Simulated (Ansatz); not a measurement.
Stishovite (SiO2), treated with r²SCAN in Ansatz (plane waves, PAW).

Run with plane-wave cutoff 600 eV, 6×6×10 k mesh (along the axes of the cell as run), scalar-relativistic PAW data made under PBE.

Computed at the level's own relaxed cell.

```
O2Si
1.0
    4.18491     0.00000     0.00000
    0.00000     4.18491     0.00000
    0.00000     0.00000     2.66866
Si O
2 4
Cartesian
  0.00000   0.00000   0.00000
  2.09245   2.09245   1.33433
  1.28105   1.28105   0.00000
  3.37350   0.81141   1.33433
  0.81141   3.37350   1.33433
  2.90386   2.90386   0.00000
```

Problem. Give the elastic tensor (Voigt notation, GPa, ions relaxed, in the Cartesian axes of the cell as printed).

Solution. 
```
  452.0   203.4   195.2     0.0     0.0     0.0
  203.4   452.0   195.2     0.0     0.0     0.0
  195.2   195.2   766.4     0.0     0.0     0.0
    0.0     0.0     0.0   257.0     0.0     0.0
    0.0     0.0     0.0     0.0   257.0     0.0
    0.0     0.0     0.0     0.0     0.0   321.5
```

Measured, for comparison: elastic constant C11 462 GPa, elastic constant C12 201 GPa, elastic constant C44 258 GPa, elastic constant C33 769 GPa, elastic constant C13 190 GPa (temperature not stated, no zero-point or thermal correction; as tabulated in Lakshtanov, Sinogeikin, Hellwig, Katsura, Bass et al., AGU Fall Meeting 2007 …); elastic constant C66 299 GPa (temperature not stated, no zero-point or thermal correction, our sources range from 299 to 321; as tabulated in Lakshtanov, Sinogeikin, Hellwig, Katsura, Bass et al., AGU Fall Meeting 2007 …). Computed (rounded) less measured: elastic constant C11 -2 %, elastic constant C12 +1.0 %, elastic constant C44 -0.4 %, elastic constant C33 -0.4 %, elastic constant C13 +3 %, elastic constant C66 +8 % (+0.3 % to +8 % over the range). A static lattice is as a rule a little smaller and stiffer than an uncorrected measurement, which narrows the difference in the elastic constant C13, elastic constant C66 and would widen misses of the other sign.

Ansatz is a quantum-chemistry and plane-wave program.
